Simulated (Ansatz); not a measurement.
The starting structures come from a database of crystals and need not be the phases stable at ambient conditions.

Inside the gap of an insulator the Bloch states are evanescent, with a wavenumber k + iκ along the transport direction.

Input:

```xyz
10
Lattice="6.1969 -0.0039 0.0048 -2.0168 9.5586 0.0090 2.0168 -3.7902 4.6713" Properties=species:S:1:pos:R:3 pbc="T T T"
Hf     0.5408     5.7208     0.7704
Hf     5.6560     0.0436     3.9147
Cl     3.6225     1.2249     3.1126
Cl     2.5744     4.5396     1.5725
Cl    -0.5240     3.2962     0.5597
Cl     6.7209     2.4682     4.1254
Cl     6.5679    -0.1405     1.7957
Cl    -0.3711     5.9050     2.8894
Cl     4.7441    -2.0679     4.1711
Cl     1.4528     7.8323     0.5141
```

Space group of this cell: P2/c. The cell was relaxed by PBE-D3(BJ); by PBEsol its mean pressure is -0.9 GPa.

Transport runs along the normal of the first two printed cell vectors.

No gap correction and no spin-orbit coupling; mid-gap values are interpolated between computed energies.

### Question
Compute, with PBEsol in Ansatz (a quantum-chemistry and plane-wave program), the band gap and the smallest decay constant κ at mid-gap.

### Answer
Gap 3.89 eV on a 6×6×6 mesh; κ = 0.425 1/Å, at the zone centre.
